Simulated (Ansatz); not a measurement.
## Hypothetical diamond Se under a change: pressure 5 GPa

Start from Se in the diamond structure (space group Fd-3m, No. 227; a = 6.223 Å; a hypothetical phase, not in the database extracts checked).

The change: cell and atoms relaxed at a pressure of 5 GPa.

Computed with PBEsol in Ansatz (plane waves to 420 eV, PAW, no spin-orbit coupling). Γ-centred 13×13×13 mesh, Fermi–Dirac width 0.05 eV.

Volume per atom: 27.42 Å³ (base 30.12 Å³)
Density: 4.78 g/cm³ (base 4.35 g/cm³)
Lattice parameter a: 6.031 Å (base 6.223 Å)
Shortest interatomic distance: 2.611 Å (base 2.695 Å)
Enthalpy H = E + PV relative to the base's energy: +0.89 eV/atom
Band gap: zero (base zero)

Cost of the whole job for the changed cell (relaxation, final SCF and bands): around 18 core-seconds (rough).

Load acts through the strain it causes; cell and atoms are relaxed under it. No phonon test of stability was made. Competing high-pressure phases were not computed.

Ansatz is a quantum-chemistry and plane-wave program.
